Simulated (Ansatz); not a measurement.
Ansatz (an electronic-structure program) run on LaBi3 (P4mm, 4 atoms in the cell): self-consistent single point.

Method of the run: PBEsol, default PAW files made with PBE (plane waves; Ansatz).

```
LaBi3
1.0
    4.99672     0.00000     0.00000
    0.00000     4.99672     0.00000
    0.00000     0.00000     4.99672
La Bi
1 3
Direct
  0.00000   0.00000   0.01001
  0.50000   0.00000   0.50000
  0.00000   0.50000   0.50000
  0.50000   0.50000   0.00000
```

Reference input (self-consistent single point, DFT, PBEsol, plane waves, default PAW files made with PBE): basis.ecutwfc = 30.9 Ry; kpoints.mp_grid.grid = 7 7 7; hamiltonian.xc = pbesol; hamiltonian.pseudopotentials = {kind: paw} (the program's default PAW files); scf.occupations.method = gaussian; scf.occupations.width = 0.0073 Ry. This run's input differs from it in these lines:

Ansatz 0.2 input:
```diff
@@ -14,3 +14,3 @@
 kpoints:
-  mp_grid: { grid: [7, 7, 7] }
+  mp_grid: { grid: [5, 5, 5], shift: [0.5, 0.5, 0.5] }
 hamiltonian:
```

Output, abridged:

```
SCF iter   1: F=—  HF=-42889.715590 eV  |F-HF|=—  |Δ(HF+E_count)|=         —  Δρ=2.26e-3  dr2=4.64e-3  ethr=1.77e-3  ⟨swp⟩=5.4  Hψ=2517  notcnv=0
all-band conjugate gradients solve this SCF's bands
preconditioner: auto → Kerker (q_TF=auto, 2.387 Å⁻¹)
SCF iter   2: F=—  HF=-42889.714998 eV  |F-HF|=—  |Δ(HF+E_count)|=   5.92e-4  Δρ=1.26e-3  dr2=1.52e-3  ethr=8.29e-6  ⟨swp⟩=2.1  Hψ=1288  notcnv=0  defer=3
SCF iter   3: F=—  HF=-42889.715228 eV  |F-HF|=—  |Δ(HF+E_count)|=   2.31e-4  Δρ=3.19e-4  dr2=1.65e-4  ethr=2.72e-6  ⟨swp⟩=2.6  Hψ=1056  notcnv=0  defer=3
SCF iter   4: F=—  HF=-42889.715226 eV  |F-HF|=—  |Δ(HF+E_count)|=   2.54e-6  Δρ=9.40e-5  dr2=1.45e-5  ethr=2.94e-7  ⟨swp⟩=1.9  Hψ=661  notcnv=0  defer=3
SCF iter   5: F=—  HF=-42889.715206 eV  |F-HF|=—  |Δ(HF+E_count)|=   1.98e-5  Δρ=2.19e-5  dr2=8.45e-7  ethr=2.59e-8  ⟨swp⟩=2.2  Hψ=1047  notcnv=0  defer=3
SCF iter   6: F=-42889.715206 eV  HF=-42889.715206 eV  |F-HF|=1.39e-8  |Δ(HF+E_count)|=   4.64e-8  Δρ=6.10e-6  dr2=6.59e-8  ethr=1.79e-10  ⟨swp⟩=11.0  Hψ=3415  notcnv=0
SCF 1 converged in 6 iterations: F = -42889.715206 eV  dr2 = 6.59e-8
Free energy (F): -42889.715206 eV
Internal energy: -42889.696442 eV  (E = F + TS)
E sigma→0 (E₀):  -42889.705824 eV
Entropy (-TS):   -0.018764 eV (-4.691 meV/atom)
Fermi energy:    12.117243 eV
--- Forces (eV/Å), atoms counted from 1 ---
  atom   1  La     0.00000000     0.00000000    -0.16104004
  atom   2  Bi    -0.00000000     0.00000000     0.07254181
  atom   3  Bi     0.00000000     0.00000000     0.07254181
  atom   4  Bi    -0.00000000     0.00000000     0.01593949
--- Stress (GPa, compression-positive) ---
       -1.802153       0.000000       0.000000
        0.000000      -1.802153       0.000000
        0.000000       0.000000      -1.789653
  P = ⅓ Tr σ = -1.7980 GPa (-17.980 kbar)
  The stress holds the Pulay correction. Without it, at fixed plane waves, as pw.x and ABINIT print it: P = -1.8196 GPa
```

The run converged in 6 iterations. Against the reference run the free energy rises by 5.5 meV/atom, the pressure goes from -1.99 to -1.80 GPa and the largest force goes from 0.167 to 0.161 eV/Å.

The starting cell comes from a database of computed structures (which also holds hypothetical and non-ambient phases and stackings), without a prior relaxation at this level. Its lattice was rescaled by up to half a per cent. One atom was moved a little off its site on purpose. Ansatz's pressure includes its estimate of the finite-basis (Pulay) stress.
